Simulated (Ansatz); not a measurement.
# GaAs: energy against strain

GaAs (zinc blende, F-43m, 21.985 Å³/atom at rest) under an equal strain ε in the (111) plane with the normal axis free, as in a coherent film. LDA in Ansatz, a plane-wave DFT program (PAW, default set), 420 eV, 10×10×10 Γ-centred mesh, Fermi-Dirac smearing 0.05 eV; ions are relaxed within the symmetry of each cell.

Here s stands for strain and y for E less E0.

| strain (%) | E less E0 (meV/atom) |
|---|---|
| -1.25 | 3.81 |
| -0.83 | 1.67 |
| -0.42 | 0.43 |
| 0.00 | 0.00 |
| 0.42 | 0.41 |
| 0.83 | 1.58 |
| 1.25 | 3.55 |
| 2.50 | ? |

The 7 complete rows are fitted with a parabola, y against s. Least squares gives y = 0.003 - 0.0840·s + 2.3533·s². Residuals (row less fit): 0.025, -0.024, -0.023, -0.003, 0.027, 0.026, -0.025; standard error 0.031 (degrees of freedom: 4). Twice the quadratic coefficient over the volume, 2 × 2.3533 meV × 10⁴ × 0.1602 / 21.985 Å³, is twice the biaxial elastic modulus of this plane = 343 ± 3 GPa.

Task: Predict the withheld y at s = 2.50 from the fit, and compare with the calculation.

Result: y = 0.003 - 0.0840 × 2.50 + 2.3533 × 2.50² = 14.501 meV/atom. The calculation gives 13.76 meV/atom, 0.741 meV/atom below the prediction (5.4 % of the range of y in the table). The row lies outside the fitted rows, so this is an extrapolation. From the scatter of the fitted rows alone, a prediction at this place has a standard error of 0.117 meV/atom, so the miss is 6.3 times that.

One order more, fitted to all 13 runs of the series, follows each within 0.01, so the miss is the next term of a smooth law. Rows are the converged runs of the series near zero and its far end; series whose fitted rows scatter by over a few per cent of the range, as at a crossing or softening among them, aren't shown in this form. Most that stay on the fit to the last digits aren't either.
